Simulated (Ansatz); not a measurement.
Structure of amorphous Si80O40 (periodic cell):

```xyz
120
Lattice="12.7617 0.1871 -0.1589 0.1871 13.2718 -0.3624 -0.1589 -0.3624 12.6112" Properties=species:S:1:pos:R:3 pbc="T T T"
Si     5.8897     9.9915     1.7115
Si     5.4507     9.6508    11.8593
Si     6.0795     5.6615     7.3305
Si    12.5375    10.4585    -0.1934
Si     8.9028     6.9099     6.9137
Si     6.3155    10.1317     8.9820
Si     9.4748     5.0078     5.7144
Si     3.5939     6.7469     0.9526
Si     1.7879     3.8294    11.0911
Si     8.9843    10.3767     1.3741
Si     3.3529    11.8539     9.0320
Si     1.7176     0.3790    12.1468
Si     8.7859     3.6136    11.8214
Si     5.0736     6.4587     9.6095
Si     3.2077     0.9776     3.3691
Si     0.8007    12.4885     0.3846
Si     1.0248     5.9133     4.0205
Si     0.5382     7.8538     2.6985
Si     9.2452     6.8570     4.1981
Si    12.0459     0.3591     9.9092
Si     2.7148     9.1765     4.4536
Si     7.3498     6.3950     2.9449
Si     1.6581    11.2156     7.3935
Si    12.2224    12.5097     4.2942
Si    11.5165     2.9065     0.8379
Si     3.3415     9.7888    10.6885
Si     4.9909     9.3525     7.1927
Si     0.9456     9.1093    10.7733
Si     5.4720     7.6274     2.0417
Si     4.5655    12.7253     7.1279
Si     2.2888     2.4103     9.2685
Si     1.1281     2.7412     7.2524
Si     7.0881     1.0480     1.5819
Si     0.0913     3.4129     3.6053
Si     9.4301    11.7179     7.7384
Si     1.5565    12.8583     2.5580
Si     4.6169     7.1773     6.2386
Si     4.3034     2.1452     0.4074
Si    10.9599    -0.0326     7.9281
Si     7.7614     1.5827     6.7177
Si     2.3523    10.4604     0.2418
Si     1.5325     7.7474     7.9877
Si     0.2438     9.6723     8.5323
Si    11.2243     0.5085     1.0982
Si     9.9881     1.9884     7.4159
Si    10.6397    10.1872     9.1054
Si     7.0441     3.5057     3.3848
Si     6.0198     3.1605    10.8675
Si    10.0192    12.5561     3.3472
Si     7.3834     3.8217     5.7973
Si     8.2029    12.7972     5.0328
Si     8.6718    12.3139    11.7470
Si     6.8029     8.2417    10.3041
Si     3.5926     3.1017     5.5945
Si    11.5730    11.7155    10.8024
Si     1.0233     2.8008     0.1714
Si    10.5741     2.9708     9.4799
Si     4.3971     4.5802     3.9411
Si     3.1448     5.8562    11.1786
Si     2.2966     7.1606     5.7342
Si     5.3999     6.6657     4.1728
Si     0.3244    12.9625     6.4967
Si     7.7621    12.1511     9.4144
Si     5.9746    12.1862     2.9217
Si     1.1464     6.8301    10.1841
Si     6.3438     0.5201     8.3937
Si     9.3276     8.2179     9.7552
Si    12.4983     5.1261    10.4786
Si     2.7005     5.1544     2.4960
Si     4.2751     1.7211     8.1314
Si     5.3132    11.6272    10.4949
Si    10.6241     7.6843     1.4670
Si     1.6167     0.2722     9.8942
Si     0.7242    10.3492     4.0535
Si    10.1720     6.1863    12.0843
Si     2.6236     2.8861     1.8979
Si     2.5688     8.6870     1.8888
Si     3.5667    10.7706     6.0205
Si     3.7041     8.2970     8.8649
Si    11.2027     3.4708     6.0894
O      5.4141     3.4781     3.1503
O      4.6586    13.1577     2.8643
O      9.0817     7.8883     5.5393
O     11.5095     1.8971    10.3713
O      7.1270    12.8620     1.9443
O      8.8377     5.2403    11.9512
O     12.2589     7.6637     1.3122
O      3.4564     1.6242     4.8684
O     10.3745    12.6676    11.8641
O      7.2320     3.1489    12.0470
O      8.7779    11.2776     0.0011
O     10.1183     7.3063    10.8739
O      5.6632     1.5484     1.0699
O     10.0440     3.3265     0.2221
O      4.6835     2.6230    11.6832
O      0.7996     1.2116     6.7243
O     11.7864     3.0489     4.6254
O      7.6581     4.7854     2.5321
O      9.6613    11.1122     2.6515
O      8.6848    11.6871     6.2194
O      9.1670     3.1801    10.2938
O      1.7248    11.2794     3.0346
O     12.5200     3.8406     7.0363
O      7.6710     2.1400     2.6698
O      6.7465    12.2192     4.4057
O      9.6088     7.5406     8.2518
O     12.5151     9.3604     3.2335
O      4.5769     2.8503     6.9123
O     11.5689     5.3246    11.8517
O     11.4146     4.3979     9.4439
O     10.3599     7.3226     3.0646
O     11.6913     3.7810     2.2188
O      7.3316     6.7765     7.4039
O      2.1100     3.5058     6.1706
O      0.0131     0.1289     3.7278
O      3.3487     0.3900    12.5468
O      9.9341     9.1084     1.0450
O      7.5457     9.8110     1.8273
O     10.1714     0.2369     2.3570
O      8.0528     0.7144     0.2879
```

Method: PBE, scalar-relativistic without spin-orbit coupling (plane waves to 420 eV, PAW; Ansatz, a quantum-chemistry and plane-wave program). The usual formal charges leave 240 electrons over, so the level spacing at the Fermi energy parts defect or band states and needn't be the band gap.

A CHGNet melt-quench gave the starting glass, which DFT then relaxed. O atoms were pushed apart under 1.9 Å during the dynamics, to hinder bonds among them. The hot cell started wider than the set density and was brought back towards it in steps. It is the lowest in DFT energy of 4 quenches. It is a model cell: composition and starting density were chosen by hand, and all elements were melted together. No dispersion term was used. Its density started from a set value of 2.21 and ended at 2.25 g/cm³. Cooling (nominally 150 K/ps over its main leg) ran many orders faster than in experiment, which tends to leave more defects and strain. A cell of this size samples the disorder only roughly. Volume and shape were free in the relaxation. On a 2×2×2 Γ-centred mesh force components of up to 0.17 eV/Å stay, since the relaxation ran on the zone centre alone.

Bonds are counted up to Si-Si 2.60 Å, Si-O 2.00 Å, O-O 1.58 Å. Two cations that share two anions don't count as bonded, nor two that share one unless they lie closer than Si-Si 2.38 Å.

### Question
Give the coordination numbers, mean bond lengths and angles.

### Answer

```yaml
Mean coordination of Si by anions: 1.01 (42 with 0, 11 with 1, 14 with 2, 10 with 3, 3 with 4); 228 close contacts or bonds to cations besides
Mean coordination of O: 2.02 (39 with 2, 1 with 3)
Mean Si-Si bond: 2.400 Å (spread 0.068 Å, 114 counted)
Mean Si-O bond: 1.665 Å (spread 0.041 Å, 81 counted)
Bond angle at Si: mean 107.8°, spread 16.0°
Bond angle at O: mean 135.5°, spread 14.6°
```

### Question
Which atoms depart from the most common coordination of their element?

### Answer
Si3 has 2 (O113 1.68 Å, Si37 2.37 Å; Si14 at 2.62 Å just beyond); Si14 has 3 (Si79 2.41 Å, Si59 2.56 Å, Si53 2.58 Å; Si3 at 2.62 Å just beyond); Si16 has 5 (Si12 2.32 Å, Si36 2.33 Å, Si44 2.47 Å, Si4 2.48 Å, Si41 2.56 Å); Si17 has 3 (Si69 2.39 Å, Si18 2.40 Å, Si60 2.47 Å; Si34 at 2.70 Å just beyond); Si21 has 3 (Si74 2.34 Å, Si78 2.39 Å, Si60 2.42 Å; Si77 at 2.62 Å just beyond); Si34 has 2 (O97 1.68 Å, O112 1.70 Å; Si17 at 2.70 Å just beyond); Si48 has 2 (O95 1.66 Å, O90 1.69 Å); Si50 has 3 (Si7 2.41 Å, Si40 2.45 Å, Si47 2.46 Å); Si71 has 3 (Si6 2.35 Å, Si2 2.41 Å, Si11 2.46 Å; Si26 at 2.70 Å just beyond); Si77 has 3 (Si18 2.34 Å, Si8 2.39 Å, Si41 2.43 Å; Si21 at 2.62 Å just beyond); O89 has 3 (Si52 1.74 Å, Si55 1.86 Å, Si44 1.88 Å).
